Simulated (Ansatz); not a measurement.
**What biaxial strain −1.20 %, plane normal [001], relaxed out of plane does to WS2**

Base system: WS₂ (space group P6_3/mmc, No. 194; a = 3.115 Å, c = 11.772 Å; layered, stacked along the Cartesian z axis). Axes: x lies along a and z along c of the hexagonal cell.

Modification: compressive biaxial strain of 1.20 % in the plane normal to [001], as in epitaxy on a mismatched substrate; the out-of-plane cell vector and the atoms relax.

Level of theory: PBEsol-D3(BJ) in Ansatz (plane waves to 420 eV, PAW, spin-orbit coupling left out). k-mesh 12×12×3 (Γ-centred); smearing 0.05 eV (Fermi–Dirac).

The volume per atom shrinks by 0.330 Å³, from 16.48 Å³ to 16.16 Å³ and the space group remains P6_3/mmc (No. 194). The shortest interatomic distance shrinks by 0.007 Å, from 2.389 Å to 2.382 Å and the band gap is nearly the same (0.65 eV against 0.66 eV). The gap character is still indirect, Γ → K–Γ (44 % along) and the smallest direct gap grows by 0.11 eV to 2.03 eV. The width of the top valence band shrinks by 0.026 eV, from 2.05 eV to 2.03 eV and the electron mass changes from 0.39 mₑ along c, 0.46 mₑ across (off the special points) to 0.35 mₑ out of plane, 0.43 mₑ in plane (off the special points). The hole mass goes from 0.96 mₑ along c, 0.46 mₑ across (at Γ) to 0.85 mₑ out of plane, 0.53 mₑ in plane (at Γ) and the valence-band top at Γ (three highest levels, from the VBM) goes from 0.00, -1.26, -1.60 eV to 0.00, -1.29, -1.72 eV. The out-of-plane strain amounts to +0.39 % and the ratio −ε⊥/ε∥ amounts to 0.33. The mean in-plane stress (compression positive) amounts to +4.1 GPa.

Final structure (turned so that z lies along the plane normal):

```xyz
6
Lattice="3.0774 0.0000 0.0000 1.5387 2.6651 0.0000 0.0000 0.0000 11.8188" Properties=species:S:1:pos:R:3 pbc="T T T"
W      3.0774     1.7767     2.9547
W      1.5387     0.8884     8.8641
S      3.0774     1.7767    10.4504
S      1.5387     0.8884     4.5410
S      1.5387     0.8884     1.3684
S      3.0774     1.7767     7.2778
```

With W present, leaving out spin-orbit coupling can change the band edges. Effective masses come from finite differences of ±0.01 Å⁻¹. Whether these cells are dynamically stable was not tested.

Ansatz is a first-principles code.
